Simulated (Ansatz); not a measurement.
Results of r²SCAN+SOC (Ansatz, a quantum-chemistry and plane-wave program, plane waves, PAW) for PbZrO₃ (model structure, started from the LiNbO3 type, R3c, No. 161, 10 atoms in the cell).

Settings: plane-wave cutoff 560 eV, 6×6×6 k mesh, Fermi–Dirac smearing 0.01 eV, PAW data made under PBE.

Cell (relaxed with PBEsol):

```xyz
10
Lattice="2.9214 1.6867 4.8091 -2.9214 1.6867 4.8091 0.0000 -3.3734 4.8091" Properties=species:S:1:pos:R:3 pbc="T T T"
Pb     0.0000     0.0000    10.3145
Pb     0.0000     0.0000     3.1009
Zr     0.0000     0.0000    14.2111
Zr     0.0000     0.0000     6.9974
O      1.5417    -0.5505     8.4148
O     -1.2476    -1.0599     8.4148
O     -0.2941     1.6104     8.4148
O      0.2941    -1.7630     6.0102
O     -1.6738     0.6268     6.0102
O      1.3797     1.1362     6.0102
```

Q: Predict the band gap and Γ–Γ gap.

A: 
- band gap = 3.16 eV (on the SCF k mesh)
- Γ–Γ gap = 4.48 eV

Note: the relaxation could raise the start's symmetry but not lower it, so the cell can be a saddle point; cell and atoms aren't relaxed at this level (largest force component 0.06 eV/Å, pressure 2.1 GPa).

Computed values are for the static lattice.

Cost on a shared machine: very roughly 4 core-minutes.

A model structure was made by putting elements into a prototype or built by hand; it is no filed structure, need not be a known phase, and can be a saddle point held by its symmetry.
